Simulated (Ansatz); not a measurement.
## Co4N (space group Pm-3m, No. 221; ferromagnetic; a cell from a computed database, its experimental status unchecked)

```
Co4N
1.0
    3.67043     0.00000     0.00000
    0.00000     3.67043     0.00000
    0.00000     0.00000     3.67043
Co N
4 1
Cartesian
  1.83522   0.00000   0.00000
  0.00000   1.83522   0.00000
  0.00000   0.00000   1.83522
  1.83522   1.83522   1.83522
  0.00000   0.00000   0.00000
```

Calculations: PBEsol/PAW in Ansatz (a quantum-chemistry and plane-wave program), without spin-orbit coupling. Γ-centred 13×13×13 mesh, Fermi–Dirac width 0.05 eV.

```json
{
 "volume_per_atom": "9.89 Å³",
 "density": "8.39 g/cm³",
 "band_gap": "zero",
 "magnetic_state": "ferromagnetic",
 "total_energy": "-4150.059 eV/atom (σ→0; compares only within this code and set-up)"
}
```

Other magnetic orders, which the real material may have, were not ruled out. No phonon test of stability was made.
